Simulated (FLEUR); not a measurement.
# Short convergence ladders for the (110) slab of ZnNi (cut from a parent of space group no. 123; 6 atoms in the cell)

```yaml
crystal:
  lattice:
    - [3.19786, 0.00000, 0.00000]
    - [0.00000, 3.83261, 0.00000]
    - [0.00000, 0.00000, 17.83260]
  atoms:
    - { symbol: Zn, position: [0.50000, 0.25000, 0.39254] }
    - { symbol: Ni, position: [0.00000, 0.75000, 0.39254] }
    - { symbol: Zn, position: [0.50000, 0.75000, 0.50000] }
    - { symbol: Ni, position: [0.00000, 0.25000, 0.50000] }
    - { symbol: Zn, position: [0.50000, 0.25000, 0.60746] }
    - { symbol: Ni, position: [0.00000, 0.75000, 0.60746] }
```

Base method: LDA (Perdew-Zunger), all-electron FLAPW (FLEUR, film geometry), scalar-relativistic valence.

Base settings: Kmax = 3.8 1/bohr; GmaxXC = 15.2 1/bohr; xcFunctional = pz; jspins = 1; l_soc = F; mode = hist; fermiSmearingEnergy = 0.00367493 Htr; mesh (inpgen div1-3) = 5 4 1; inpgen gamma flag = true; Gmax = 15.2 1/bohr.

Core times come from one kind of shared machine, to one figure; runs under 30 s give none.

**The k-point mesh**

Moved along: kpt_gamma.

Only quantities that move along the ladder and can be compared are tabulated.

These are the values that this program gave, and no reference: the default basis lacks the next d shell.

| kpt_div | free energy less the last step's (meV/atom) | largest difference of a force vector from the last step's (eV/Å) | core time / last (rough) |
|---|---|---|---|
| 2 2 1 | 157.94 | 0.270 | 0.5 |
| 3 2 1 | -15.59 | 0.065 | 0.5 |
| 3 3 1 | 28.92 | 0.110 | 0.5 |
| 4 4 1 | 5.35 | 0.101 | 1 |
| 5 4 1 | -3.00 | 0.002 | 0.9 |
| 7 6 1 | -1.70 | 0.002 | 2 |
| 8 6 1 | 0.00 | 0.000 | 1 |

Coarsest kpt_div that holds the forces within 0.005 eV/Å of the last step, with all finer ones: 5 4 1; the step before is off by 0.10 eV/Å.

Coarsest kpt_div that holds the free energy within 2 meV/atom: not settled: the last two steps still differ by 1.7 meV/atom, over half the tolerance, so the ladder does not show it.

**The setting dVac**

Moved along: dTilda.

The mesh stays at the base's, so the ladder's end is converged at best in this setting alone.

Only quantities that move along the ladder and can be compared are tabulated.

These are the values that this program gave, and no reference: the default basis lacks the next d shell.

| dVac | free energy less the last step's (meV/atom) | largest difference of a force vector from the last step's (eV/Å) | core time / last (rough) |
|---|---|---|---|
| 12.42 bohr | -16.15 | 0.032 | 0.6 |
| 13.42 bohr | -11.69 | 0.026 | 0.8 |
| 13.92 bohr | -7.21 | 0.012 | 0.8 |
| 14.92 bohr | -8.44 | 0.010 | 0.9 |
| 15.92 bohr | -4.55 | 0.004 | 0.8 |
| 17.92 bohr | 0.00 | 0.000 | 1 |

Coarsest dVac that holds the free energy within 5 meV/atom: not settled: the last two steps still differ by 4.5 meV/atom, over half the tolerance, so the ladder does not show it.

Coarsest dVac that holds the forces within 0.02 eV/Å of the last step, with all finer ones: 13.92 bohr; the step before is off by 0.026 eV/Å.

On the base run: the starting cell comes from a database of computed structures (which also holds hypothetical and non-ambient phases and stackings), without a prior relaxation at this level. The slab is cut from that crystal, and its faces are unrelaxed. Its lattice was rescaled by up to half a per cent. Spin polarisation is off. Values depend on the basis (sphere radii, cutoffs, local orbitals), which need not be converged. In the base run, forces exceed 1 eV/Å.
